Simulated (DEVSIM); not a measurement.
Structure: Si n-p junction from an implanted or diffused profile, at 250 K.

```
layer (left to right)  material  thickness (μm)  Na (cm⁻³)  τn (s)  τp (s)
---------------------  --------  --------------  ---------  ------  ------
1                            Si             120     5.3e16  1.5e-6  1.5e-6
```

Added donor profile: 8.1e18 cm⁻³ × exp(−(x − 0 μm)²/(2·(0.19 μm)²)). Left contact: ohmic. Right contact: ohmic. Voltage is applied to the left contact. Recombination: SRH at mid-gap, radiative. Gap narrowing is on: ΔEg = 6.92 meV × (l + √(l² + 0.5)), l = ln(N/1.3e17 cm⁻³), shared equally by both band edges. Mobility is μmin + (μ − μmin)/(1 + (N/Nref)^α).

The device is made up for the run: typed textbook-type constants, with dimensions and the other settings drawn at random. Values at 300 K; Nc and Nv go as T^1.5, mobilities as T to minus their exponent, the gap by Varshni's rule with the affinity fixed.

| parameter | Si |
|---|---|
| gap (eV) | 1.124 |
| affinity (eV) | 4.05 |
| permittivity | 11.7 |
| Nc (cm⁻³) | 2.86e19 |
| Nv (cm⁻³) | 3.1e19 |
| μn (cm²/Vs) | 1417 |
| μp (cm²/Vs) | 470 |
| μn,min | 52 |
| μp,min | 45 |
| Nref,n | 9.7e16 |
| Nref,p | 2.2e17 |
| αn | 0.68 |
| αp | 0.72 |
| T exponent of μn | 2.3 |
| T exponent of μp | 2.2 |
| B (cm³/s) | 4.7e-15 |
| Varshni α (eV/K) | 0.000473 |
| Varshni β (K) | 636 |

Model (solved in DEVSIM): 1D drift-diffusion, Boltzmann statistics, complete ionisation; no tunnelling, impact ionisation, image-force lowering or self-heating.

The thickness of layer 1 was swept, all else fixed.

| thickness of layer 1 (μm) | dark forward voltage at 1 A/cm² (V) |
|---|---|
| 24 | 0.764 |
| 42 | 0.771 |
| 72 | 0.776 |
| 120 | 0.779 |
| 200 | 0.781 |
| 360 | 0.785 |
| 600 | 0.791 |

From the first row to the last the dark forward voltage at 1 A/cm² goes from 0.764 to 0.791.
